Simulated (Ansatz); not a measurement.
The reference is Sc in the hcp (Mg type) structure (space group P6_3/mmc, No. 194; a = 3.275 Å, c = 5.105 Å; relaxed with 0.1 eV smearing). Axes: x lies along a and z along c of the hexagonal cell.

Calculations: PBEsol, PAW, 420 eV (Ansatz, a quantum-chemistry and plane-wave program; no SOC).

Strains are applied to the cell and any free atomic positions relax.

One change was made to it. Results:

```json
[
 {"quantity": "shortest interatomic distance", "base": "3.177 Å", "after": "3.154 Å"},
 {"quantity": "band gap", "base": "zero", "after": "zero"},
 {"quantity": "energy relative to the base (free energy F)", "base": "0 meV/atom", "after": "+0.7 meV/atom"}
]
```

Which change produced these results?
(A) tensor shear ε_xz = +1.71 %
(B) tensor shear ε_xz = +1.43 %
(C) tensor shear ε_xz = +2.00 %
(D) tensor shear ε_xz = +0.86 %

D, tensor shear ε_xz = +0.86 %. For comparison, the energy relative to the base in the other runs: tensor shear ε_xz = +2.00 % gives +3.8 meV/atom; tensor shear ε_xz = +1.71 % gives +2.8 meV/atom; tensor shear ε_xz = +1.43 % gives +1.9 meV/atom.

No phonon test of stability was made. All final runs are without spin polarisation.
